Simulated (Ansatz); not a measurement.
# Response to strain in TiB2

Base system: TiB$_{2}$ (space group P6/mmm, No. 191; a = 3.017 Å, c = 3.185 Å). Axes: x lies along a and z along c of the hexagonal cell.

Strains are applied to the cell and any free atomic positions relax; under biaxial strain the out-of-plane vector relaxes too.

The values are results of PBEsol (Ansatz, an electronic-structure program, PAW, no spin-orbit coupling), not measurements.

Notes on the quantities. pressure: mean of the normal stresses, compression positive.

```tsv
case	pressure	volume per atom
base	0.0 GPa	8.37 Å³
biaxial strain −4.21 %, plane normal [001], relaxed out of plane	23.0 GPa	7.84 Å³
isotropic strain −1.04 %	8.9 GPa	8.11 Å³
isotropic strain −0.86 %	7.3 GPa	8.16 Å³
uniaxial strain ε_zz = −3.48 %	(withheld)	8.08 Å³
tensor shear ε_xz = +2.61 %	0.9 GPa	8.37 Å³
```

Question: Complete the table.

Answer: 
- uniaxial strain ε_zz = −3.48 %, pressure: 9.0 GPa

The mesh was chosen for an insulator and is coarse for the gapless case. Without a gap, meshes like the base's 13×13×10 leave anisotropic stresses uncertain by several tenths of a GPa, and small strain energies with them. Stability against distortions was not tested. The final runs are not spin-polarised.
